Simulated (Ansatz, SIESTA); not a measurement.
**One structure in several programs: CaAu₂ (Imma, 6 atoms in the cell)**

Relaxation of cell and atoms.

```
CELL_PARAMETERS angstrom
     -2.25473     3.48791     4.08744
      2.25473    -3.48791     4.08744
      2.25473     3.48791    -4.08744
ATOMIC_POSITIONS crystal
  Ca 0.70770 0.45770 0.25000
  Ca 0.29230 0.54230 0.75000
  Au 0.30065 0.83990 0.46075
  Au 0.69935 0.16010 0.53925
  Au 0.87915 0.83990 0.03925
  Au 0.12085 0.16010 0.96075
```

Shared settings, as Ansatz (an electronic-structure program) writes them: kpoints.mp_grid.grid = 5 5 5; scf.occupations.method = gaussian; scf.occupations.width = 0.1 eV. Potentials and cutoffs stand in the table.

| code | model | final volume (Å³/atom) | cutoff |
|---|---|---|---|
| SIESTA | GGA PBEsol, numerical atomic orbitals DZP, PseudoDojo PBEsol standard norm-conserving potentials (rewritten from UPF to PSML) | 22.87 | grid 350 Ry |
| Ansatz | PBEsol, PAW files made with PBE | 21.78 | default |

On Ansatz's run: spin-orbit coupling is off.

The spread over the programs that give each value: final volume within 1.09 Å³/atom.

SIESTA uses small atom-centred bases, whose incompleteness enters pressures, forces and empty levels differently from a plane-wave cutoff. The programs treat the finite-basis stress differently while the cell relaxes: Ansatz adds an estimate of it.

The starting cell comes from a database of computed structures (which also holds hypothetical and non-ambient phases and stackings), without a prior relaxation at this level. Its lattice was rescaled by a random factor within 2.5 % of one.

Keys are those of Ansatz 0.2.
